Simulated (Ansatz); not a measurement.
# Pressure series in Ga2S3

Base system: Ga2S3 (space group Cc, No. 9; a = 11.1225 Å, b = 6.3929 Å, c = 7.0040 Å, α = γ = 90.00°, β = 121.02°).

Cell and atoms are relaxed at each pressure.

Calculations: plane-wave PAW DFT at the PBEsol level (Ansatz, an electronic-structure program, 420 eV), no spin-orbit coupling.

Notes on the quantities. enthalpy: H = E + PV relative to the base's energy.

```
case              band gap  width of the top valence band  volume per atom       enthalpy
----------------  --------  -----------------------------  ---------------  -------------
base               1.76 eV                        0.72 eV         21.34 Å³              –
pressure −2 GPa    1.67 eV                        0.63 eV                ?  -0.28 eV/atom
pressure −1 GPa    1.72 eV                        0.68 eV         22.06 Å³  -0.14 eV/atom
pressure 0.3 GPa         ?                        0.73 eV         21.16 Å³  +0.04 eV/atom
pressure 0.7 GPa   1.79 eV                        0.74 eV         20.93 Å³  +0.09 eV/atom
pressure 1.5 GPa   1.82 eV                              ?                ?  +0.20 eV/atom
pressure 3 GPa     1.87 eV                        0.81 eV         19.87 Å³  +0.38 eV/atom
pressure 5 GPa     1.93 eV                        0.88 eV         19.19 Å³  +0.63 eV/atom
pressure 7.5 GPa   1.86 eV                        0.96 eV         18.50 Å³  +0.92 eV/atom
pressure 10 GPa    1.74 eV                        1.04 eV         17.93 Å³  +1.21 eV/atom
```

Task: What belongs in the blanks?

Result: 
- pressure −2 GPa, volume per atom: 23.02 Å³
- pressure 0.3 GPa, band gap: 1.77 eV
- pressure 1.5 GPa, width of the top valence band: 0.77 eV
- pressure 1.5 GPa, volume per atom: 20.51 Å³

Load acts through the strain it causes; cell and atoms are relaxed under it. Whether these cells are dynamically stable was not tested. Competing high-pressure phases were not computed.
